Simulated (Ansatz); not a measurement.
# Parameter sweep on K (Im-3m, 1 atom in the cell)

```yaml
crystal:
  lattice:
    - [-2.68084, 2.68084, 2.68084]
    - [2.68084, -2.68084, 2.68084]
    - [2.68084, 2.68084, -2.68084]
  atoms:
    - { symbol: K, position: [0.00000, 0.00000, 0.00000] }
```

Base run A: PBE, PAW files in Ansatz (an electronic-structure program), self-consistent single point.

Its settings: basis.ecutwfc = 420 eV; kpoints.mp_grid.grid = 12 12 12; hamiltonian.xc = pbe; hamiltonian.pseudopotentials = {kind: paw} (the program's default PAW files); scf.occupations.method = fermi_dirac; scf.occupations.width = 0.1 eV.

The starting cell comes from a database of computed structures (which also holds hypothetical and non-ambient phases and stackings), without a prior relaxation at this level. Its lattice was rescaled by a random factor within 2.5 % of one. Ansatz's pressure includes its estimate of the finite-basis (Pulay) stress.

A dash stands where there is no value to compare (another energy zero or no entropy term, no result, no spin, no clean gap, or a mesh too coarse for one). 

```json
[
 {"run": "A", "change": "base", "pressure (GPa)": "-0.13", "dispersion energy (eV/atom)": "–"},
 {"run": "B", "change": "hamiltonian.dispersion: default → d3bj [PBE-D3BJ]", "pressure (GPa)": "-0.37", "dispersion energy (eV/atom)": "-0.108"},
 {"run": "C", "change": "hamiltonian.xc: pbe → revpbe; hamiltonian.dispersion: default → d3bj [revPBE-D3BJ]", "pressure (GPa)": "-0.27", "dispersion energy (eV/atom)": "-0.191"},
 {"run": "D", "change": "hamiltonian.dispersion: default → d3bjatm [PBE-D3BJ-ATM]", "pressure (GPa)": "-0.36", "dispersion energy (eV/atom)": "-0.106"},
 {"run": "E", "change": "hamiltonian.dispersion: default → d4 [PBE-D4]", "pressure (GPa)": "-0.28", "dispersion energy (eV/atom)": "-0.066"}
]
```

Run B against A: The pressure goes from -0.13 to -0.37 GPa.

Run D against A: The pressure goes from -0.13 to -0.36 GPa.

Keys are those of Ansatz 0.2.
